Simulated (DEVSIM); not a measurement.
# illuminated Si p-on-n cell, one wavelength

System: illuminated Si p-on-n cell, one wavelength, at 300 K.

```tsv
layer (left to right)	material	thickness (μm)	Nd (cm⁻³)	Na (cm⁻³)	τn (s)	τp (s)	absorption coefficient (cm⁻¹)
1	Si	0.710	-	6.1e17	1.6e-6	8.4e-6	1200
2	Si	170	3.1e16	-	3.8e-5	3.8e-5	1200
```

Left contact: ohmic, minority electron recombination velocity 80000 cm/s. Right contact: ohmic, minority hole recombination velocity 300 cm/s. Voltage is applied to the left contact. Recombination: SRH at mid-gap, radiative, Auger. Light enters at the left, 5.8e16 photons cm⁻² s⁻¹, one pass, no reflection. Mobility is constant in doping.

Constants are typed, rounded textbook-type inputs, not results; the design itself was drawn at random and stands for no fabricated device. Values at 300 K.

| parameter | Si |
|---|---|
| gap (eV) | 1.124 |
| affinity (eV) | 4.05 |
| permittivity | 11.7 |
| Nc (cm⁻³) | 2.86e19 |
| Nv (cm⁻³) | 3.1e19 |
| μn (cm²/Vs) | 1417 |
| μp (cm²/Vs) | 470 |
| B (cm³/s) | 4.7e-15 |
| Cn (cm⁶/s) | 2.8e-31 |
| Cp (cm⁶/s) | 9.9e-32 |

Model (solved in DEVSIM): 1D drift-diffusion, Boltzmann statistics, complete ionisation; no tunnelling, impact ionisation, image-force lowering or self-heating.

```yaml
potential_step_across_the_device_at_zero_bias: 0.846 V
largest_field_in_the_device_at_zero_bias: 87000 V/cm
Dark forward voltage at 1 A/cm²: 0.694 V
Dark forward voltage at 100 A/cm²: 0.879 V
short_circuit_current: 8.97 mA/cm²
open_circuit_voltage: 0.570 V
fill_factor: 0.82
largest_power: 4.20 mW/cm²
share_of_generated_pairs_collected_at_short_circuit: 0.965
```

Dark reverse current:

```
V (V)  J (A/cm²)
-----  ---------
-0.04   -2.6e-11
-0.10   -5.2e-11
-0.20   -8.4e-11
-0.30   -1.1e-10
-0.40   -1.4e-10
-0.60   -1.9e-10
-0.80   -2.4e-10
-1.00   -2.8e-10
-1.30   -3.3e-10
-1.60   -3.8e-10
-2.00   -4.5e-10
```

Dark forward current:

(V (V), J (A/cm²)): (0.05, 7.4e-11); (0.15, 1.4e-9); (0.25, 4.3e-8); (0.35, 1.9e-6); (0.40, 1.3e-5); (0.50, 0.00061); (0.60, 0.029); (0.70, 1.3); (0.80, 22); (0.90, 140); (0.95, 280); (1.05, 740); (1.15, 1500); (1.25, 2400)
